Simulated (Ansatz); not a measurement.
## CsPbBr3: energy against strain

CsPbBr3 (cubic perovskite, Pm-3m, 38.424 Å³/atom at rest, cube axes along x, y and z) under a strain ε along a cube axis (axis z), the other axes held. LDA in Ansatz, a plane-wave DFT program (PAW, default set), 420 eV, 6×6×6 Γ-centred mesh, Fermi-Dirac smearing 0.05 eV; ions are relaxed within the symmetry of each cell.

Here s stands for strain and y for E less E0.

| strain (%) | E less E0 (meV/atom) |
|---|---|
| -3.00 | ? |
| -1.20 | 1.13 |
| -0.60 | 0.28 |
| 0.00 | 0.00 |
| 0.60 | 0.26 |
| 1.20 | 1.02 |

**Question.** Fit y against s with a parabola, and predict the withheld value at s = -3.00.

**Answer.** Least squares gives y = 0.001 - 0.0400·s + 0.7460·s². Residuals (row less fit): 0.007, -0.014, -0.001, 0.014, -0.007; standard error 0.016 (degrees of freedom: 2). Twice the quadratic coefficient over the volume, 2 × 0.7460 meV × 10⁴ × 0.1602 / 38.424 Å³, is the elastic constant C11 = 62 ± 1.0 GPa. At the withheld row, y = 0.001 - 0.0400 × (-3.0) + 0.7460 × (-3.0)² = 6.835 meV/atom. The calculation gives 7.57 meV/atom, 0.735 meV/atom above the prediction (9.7 % of the range of y in the table). The row lies outside the fitted rows, so this is an extrapolation. From the scatter of the fitted rows alone, a prediction at this place has a standard error of 0.101 meV/atom, so the miss is 7.3 times that.

One order more, fitted to all 11 runs of the series, follows each within 0.01, so the miss is the next term of a smooth law. The primitive cell can neither tilt nor turn polar against its symmetry, as such crystals can under strain. CsPbBr3 is here the ideal cubic form; the compound distorts at low or room temperature. Rows are the converged runs of the series near zero and its far end; series whose fitted rows scatter by over a few per cent of the range, as at a crossing or softening among them, aren't shown in this form. Most that stay on the fit to the last digits aren't either.
